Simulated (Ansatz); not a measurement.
Consider W in the bcc (W type) structure (space group Im-3m, No. 229; a = 3.154 Å; relaxed with 0.1 eV smearing). Axes: x, y, z lie along the cube axes.

It is then changed as follows: uniaxial stress, 5 GPa tension along x, with the cell and atoms free to relax against it.

Levels (all Ansatz, a quantum-chemistry and plane-wave program, PAW, earlier PAW set): PBEsol (420 eV, no spin-orbit coupling); r2SCAN (500 eV, no spin-orbit coupling).

The geometry is relaxed with PBEsol.

```
Item               Result
---------------  --------
PBEsol pressure  -1.7 GPa
```

Question: Predict the pressure from r2SCAN.

Answer: The pressure increases by 4.6 GPa, from -1.7 GPa to 2.9 GPa.

Single points use the geometry relaxed with PBEsol. Their cutoffs differ, which shifts pressures a little. Load acts through the strain it causes; cell and atoms are relaxed under it. Beyond what the load breaks, stability against distortions was not tested. All final runs are without spin polarisation.
